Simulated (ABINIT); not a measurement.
## Short convergence ladders for FeAl (P4mm, 2 atoms in the cell)

```yaml
crystal:
  lattice:
    - [2.91873, 0.00000, 0.00000]
    - [0.00000, 2.91873, 0.00000]
    - [0.00000, 0.00000, 2.91873]
  atoms:
    - { symbol: Al, position: [0.50000, 0.50000, 0.51713] }
    - { symbol: Fe, position: [0.00000, 0.00000, 0.00000] }
```

Base method: LDA (PW92), norm-conserving pseudopotentials (PseudoDojo nc-sr-04 LDA standard) (plane waves; ABINIT).

Base settings: pseudos = [Al.upf, Fe.upf]; ecut = 1225 eV; occopt = 3; tsmear = 0.1 eV; ngkpt = 4 4 4; nshiftk = 1; shiftk = 0 0 0; potentials = PseudoDojo nc-sr-04 LDA standard; nband = 15; kptopt = 1.

The count of work is k-points × plane waves × bands × iterations; it is no time. Core times come from one kind of shared machine, to one figure; runs under 30 s give none.

**The cutoff for other potential files**

Level: DFT, LDA (PW92), plane waves, PAW (JTH v2.0 LDA PAW).

In this ladder: pseudos = [Al.LDA_PW-JTH.xml, Fe.LDA_PW-JTH.xml]; potentials = JTH v2.0 LDA PAW; pawxcdev = 0. Moved along: pawecutdg.

The second cell is the first with its lattice scaled by 0.98.

The mesh stays at the base's, so the ladder's end is converged at best in this setting alone.

Only quantities that move along the ladder and can be compared are tabulated.

| ecut | free energy less the last step's (meV/atom) | energy of the compressed cell less the first (meV/atom) | pressure (GPa) | count of work / last |
|---|---|---|---|---|
| 381 eV | 136.05 | -69.37 | -20.19 | 0.11 |
| 435 eV | 106.23 | -71.81 | -22.28 | 0.13 |
| 571 eV | 17.36 | -69.21 | -20.58 | 0.18 |
| 707 eV | 7.43 | -69.61 | -19.30 | 0.29 |
| 816 eV | 5.20 | -69.90 | -19.58 | 0.33 |
| 980 eV | 1.22 | -69.84 | -19.38 | 0.47 |
| 1225 eV | 0.56 | -69.81 | -19.35 | 0.65 |
| 1633 eV | 0.00 | -69.87 | -19.32 | 1.0 |

Coarsest ecut that holds the pressure within 0.2 GPa of the last step, with all finer ones: 980 eV; the step before is off by 0.26 GPa.

State of the free energy at the end of the ladder: still drifting one way, by 1.2 meV/atom over the last two steps, so the last step is no safe reference.

Coarsest ecut that holds the energy of the compressed cell less the first within 1 meV/atom of the last step, with all finer ones: 571 eV, at 0.18 of the last step's count of work; the step before is off by 1.9 meV/atom.

The energy difference between the two cells stays within 1 meV/atom of the last step's from 571 eV on, the total only from 1225 eV on: much of the error is common to both cells and cancels.

**The setting fft**

The mesh stays at the base's, so the ladder's end is converged at best in this setting alone.

Only quantities that move along the ladder and can be compared are tabulated.

| boxcutmin | pressure (GPa) |
|---|---|
| 1.2 | -19.65 |
| 1.5 | -19.56 |
| 1.8 | -19.56 |
| 2.5 | -19.56 |

Coarsest boxcutmin that holds the pressure within 0.05 GPa of the last step, with all finer ones: 1.5; the step before is off by 0.09 GPa.

**The relaxed cell against the cutoff**

On FeAl (Pm-3m, 2 atoms in the cell): atoms on their sites.

In this ladder: ionmov = 2; ntime = 40; tolmxf = 0.0002 Ha/bohr; optcell = 2; dilatmx = 1.08; ecutsm = 0.5 Ha.

The mesh stays at the base's, so the ladder's end is converged at best in this setting alone.

Only quantities that move along the ladder and can be compared are tabulated.

| ecut | relaxed volume (Å³/atom) | relaxation steps | core time / last (rough) |
|---|---|---|---|
| 599 eV | 12.852 | 13 | 0.3 |
| 735 eV | 11.038 | 9 | 0.3 |
| 844 eV | 11.074 | 15 | 0.5 |
| 1034 eV | 10.984 | 7 | 0.3 |
| 1225 eV | 10.999 | 5 | 0.3 |
| 1469 eV | 10.999 | 5 | 0.3 |
| 1850 eV | 10.998 | 5 | 0.5 |
| 2449 eV | 10.998 | 5 | 1 |

Coarsest ecut that holds the relaxed volume within 0.011 Å³/atom of the last step, with all finer ones: 1225 eV, at about 0.3 of the last step's time; the step before is off by 0.013 Å³/atom.

At the lowest cutoff the cell relaxes to a volume 17 % larger than at the highest.

On the base run: the starting cell has typed, rounded lattice constants, without a prior relaxation at this level. Its lattice was rescaled by up to half a per cent. One atom was moved a little off its site on purpose. Spin polarisation is off. Without a gap this mesh is coarse (it stands for a supercell whose shortest vector is 12 Å).
